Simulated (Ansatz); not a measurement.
Band structure of Te₃Au (P4/mmm, 4 atoms in the cell).

```
Te3Au
1.0
    3.10260     0.00000     0.00000
    0.00000     3.10260     0.00000
    0.00000     0.00000    12.93947
Te Au
3 1
Direct
  0.00000   0.00000   0.20249
  0.00000   0.00000   0.79751
  0.00000   0.00000   0.50000
  0.00000   0.00000   0.00000
```

Computed with PBEsol, PAW files made with PBE (plane waves; Ansatz, a program for electronic structure).

Settings: kpoints.mp_grid.grid = 7 7 2; hamiltonian.xc = pbesol; hamiltonian.pseudopotentials = {kind: paw} (the program's default PAW files); scf.occupations.method = gaussian; scf.occupations.width = 0.1 eV; kpoints.band_path.npoints = 8.

The starting cell comes from a database of computed structures (which also holds hypothetical and non-ambient phases and stackings), without a prior relaxation at this level. Spin-orbit coupling is off.

Levels in eV from the Fermi level, bands 30 to 37:
```tsv
point	30	31	32	33	34	35	36	37
Γ	-2.54	0.34	1.91	1.91	2.28	2.28	2.45	2.45
X	-3.24	-2.92	-1.03	-0.78	0.58	2.98	3.16	3.51
M	-3.78	-3.12	-3.12	-1.92	-1.13	0.58	0.95	2.55
Z	-2.54	1.19	1.94	1.94	2.20	2.20	2.50	2.50
R	-3.24	-2.42	-1.74	-0.68	0.52	3.53	3.53	3.58
A	-3.84	-3.08	-3.08	-1.92	-0.68	-0.14	1.18	2.48
```

Bands cross the Fermi level along this path, so the cell is metallic at this level.

Keys are those of Ansatz 0.2.
